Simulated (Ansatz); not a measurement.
The (21-30) face of hcp Zn can be cut between different planes. Symmetric, stoichiometric slabs relaxed in the 1x1 cell (35.4 Å²): top plane Zn, 0.29 Å over the next in the ideal cut; top plane Zn, 0.58 Å over the next in the ideal cut.

The numbers are results of PBE (plane waves to 420 eV, PAW; Ansatz, a program for electronic structure), not measurements.

Problem. Rank these by surface energy (lowest first), as PBE gives it.

Solution. the cut with an outer spacing of 0.29 Å (0.83 J/m²), the cut with an outer spacing of 0.58 Å (1.01 J/m²)
